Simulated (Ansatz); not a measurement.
System: fluorite PtAl2. Method: LDA in Ansatz (PAW).

Run with plane-wave cutoff 520 eV, 12×12×12 k mesh, Fermi–Dirac smearing 0.1 eV, perturbation theory, force constants from a 4×4×4 q mesh, scalar-relativistic PAW data made under PBE.

Computed at the level's own relaxed cell. Harmonic vibrational thermodynamics at fixed volume:

```
T (K)  S_vib (J/K per mol of atoms)  C_V (J/K per mol of atoms)  F_vib (eV/atom)
-----  ----------------------------  --------------------------  ---------------
0                              0.00                        0.00           0.0397
100                            8.74                       12.45           0.0363
200                           20.24                       20.13           0.0210
300                           28.95                       22.58          -0.0047
400                           35.60                       23.56          -0.0383
500                           40.91                       24.05          -0.0780
600                           45.32                       24.31          -0.1228
```

The crystal is taken as a harmonic solid at every temperature: melting, phase changes and thermal expansion are not seen, nor the electrons' share in a metal.

Ansatz is a program for electronic structure.
